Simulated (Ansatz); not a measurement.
Consider the following.

```xyz
8
Lattice="-3.0238 3.0238 5.8303 3.0238 -3.0238 5.8303 3.0238 3.0238 -5.8303" Properties=species:S:1:pos:R:3 pbc="T T T"
Cd     0.0000     0.0000     0.0000
Cd     0.0000     3.0238     2.9152
Ge     0.0000     0.0000     5.8303
Ge     3.0238     0.0000     2.9152
As     1.3517     1.5119     7.2879
As     1.5119    -1.3517     4.3728
As     1.6722     1.5119     1.4576
As     1.5119     4.3755    -1.4576
```

No spin polarisation.

Computed with Kohn–Sham DFT with the PBE functional, run in Ansatz (a quantum-chemistry and plane-wave program) with PAW and 420 eV plane waves, spin-orbit coupling left out. Settings: 8×8×8 k-points, 0.05 eV Fermi–Dirac smearing.

Task: Predict the stress and space group.

Result: 
* **Stress (xx, yy, zz, yz, xz, xy; compression positive)**: (-0.59, -0.59, -1.05, 0.00, 0.00, 0.00) GPa
* **Space group**: I-42d (No. 122)

The cells carry an imposed strain or load. Stability against distortions was not tested. The cell was made from CdGeAs2 in the chalcopyrite structure (space group I-42d, No. 122) by this change: uniaxial strain ε_zz = +1.50 %.
